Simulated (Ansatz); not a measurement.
**Element substitutions in TlBr**

The reference is TlBr in the CsCl type structure (space group Pm-3m, No. 221; a = 3.915 Å).

Each row replaces one element on all its sites; cell and atoms are relaxed.

Method: Kohn–Sham DFT with the PBEsol functional, run in Ansatz (a first-principles code) with PAW and 420 eV plane waves, without spin-orbit coupling, earlier PAW set.

Candidates:
(a) Br → As
(b) Tl → Bi
(c) Tl → B

For the base:

The lattice parameter a is 7.397 bohr.

Q: Order them by lattice parameter a, lowest first.

A: (c) Tl → B (6.211 bohr), (a) Br → As (6.803 bohr), (b) Tl → Bi (7.155 bohr)

No phonon test of stability was made. As relaxed here, TlAs, BiBr and BBr are hypothetical phases, not in the database extracts checked. All final runs are without spin polarisation.
